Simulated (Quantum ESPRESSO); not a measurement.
# Sensitivity of a calculation on CuAsSe (Pnma, 12 atoms in the cell) to its settings

```yaml
crystal:
  lattice:
    - [11.74171, 0.00000, 0.00000]
    - [0.00000, 3.93416, 0.00000]
    - [0.00000, 0.00000, 5.56717]
  atoms:
    - { symbol: Cu, position: [0.83216, 0.25000, 0.08820] }
    - { symbol: Cu, position: [0.16784, 0.75000, 0.91180] }
    - { symbol: Cu, position: [0.66784, 0.75000, 0.58820] }
    - { symbol: Cu, position: [0.33216, 0.25000, 0.41180] }
    - { symbol: As, position: [0.98456, 0.25000, 0.35978] }
    - { symbol: As, position: [0.01544, 0.75000, 0.64022] }
    - { symbol: As, position: [0.51544, 0.75000, 0.85978] }
    - { symbol: As, position: [0.48456, 0.25000, 0.14022] }
    - { symbol: Se, position: [0.66712, 0.25000, 0.34229] }
    - { symbol: Se, position: [0.33288, 0.75000, 0.65771] }
    - { symbol: Se, position: [0.83288, 0.75000, 0.84229] }
    - { symbol: Se, position: [0.16712, 0.25000, 0.15771] }
```

Base run A: LDA (PZ), PSlibrary ultrasoft (LDA) pseudopotentials (Quantum ESPRESSO 7.5), self-consistent single point.

Its settings: ecutwfc = 55 Ry; ecutrho = 330 Ry; occupations = smearing; smearing = gauss; degauss = 0.019992 Ry; K_POINTS = automatic 3 7 5 0 0 0; conv_thr = 1e-10 Ry.

The starting cell comes from a database of computed structures (which also holds hypothetical and non-ambient phases and stackings), without a prior relaxation at this level. Spin polarisation is off. In the base run, with a pressure of about -3 GPa the cell is away from its equilibrium volume at this level. The run gives no clean gap (levels at the Fermi energy touch, overlap or are partly filled at this smearing), which alone does not show that the compound is a metal.

ΔF is the free energy per atom less that of run A. A dash stands where there is no value to compare (another energy zero or no entropy term, no result, no spin, no clean gap, or a mesh too coarse for one). Absolute energies have different zeros for different potentials, functionals, Hubbard and dispersion terms and are not compared across them.

Runs:
- B: degauss: 0.019992 Ry → 0.0073499 Ry; K_POINTS: automatic 3 7 5 0 0 0 → automatic 3 8 6 0 0 0
- C: nosym: default → true
- D: ecutwfc: 55 Ry → 50 Ry; ecutrho: 330 Ry → 300 Ry; pseudopotentials: {Cu: Cu.pz-dn-rrkjus_psl.1.0.0.UPF, As: As.pz-n-rrkjus_psl.1.0.0.UPF, Se: Se.pz-n-rrkjus_psl.1.0.0.UPF} → {Cu: Cu.pbe-dn-rrkjus_psl.1.0.0.UPF, As: As.pbe-n-rrkjus_psl.1.0.0.UPF, Se: Se.pbe-n-rrkjus_psl.1.0.0.UPF}; input_dft: default → rvv10 [rVV10]
- E: conv_thr: 1e-10 Ry → 7.3e-10 Ry
- F: ecutrho: 330 Ry → 220 Ry
- G: smearing: gauss → mp; degauss: 0.019992 Ry → 0.02205 Ry
- H: mixing_ndim: default → 2
- I: conv_thr: 1e-10 Ry → 1e-05 Ry

```csv
run,ΔF (meV/atom),pressure (GPa),largest force (eV/Å),k-points
A,0.00,-3.17,0.274,24
B,2.9,-3.16,0.268,40
C,0.00,-3.17,0.274,53
D,–,4.29,0.280,24
E,0.00,-3.17,0.274,24
F,0.04,-3.17,0.274,24
G,3.1,-3.18,0.269,24
H,0.00,-3.17,0.274,24
I,0.00,-3.19,0.269,24
```

Run B against A: The free energy rises by 2.9 meV/atom, the pressure moves little (-3.17 to -3.16 GPa) and the largest force moves little (0.274 to 0.268 eV/Å).

Run G against A: The free energy goes up by 3.1 meV/atom, the pressure moves little (-3.17 to -3.18 GPa) and the largest force hardly changes (0.274 to 0.269 eV/Å).

Run D against A: The pressure goes from -3.17 to 4.29 GPa and the largest force hardly changes (0.274 to 0.280 eV/Å).
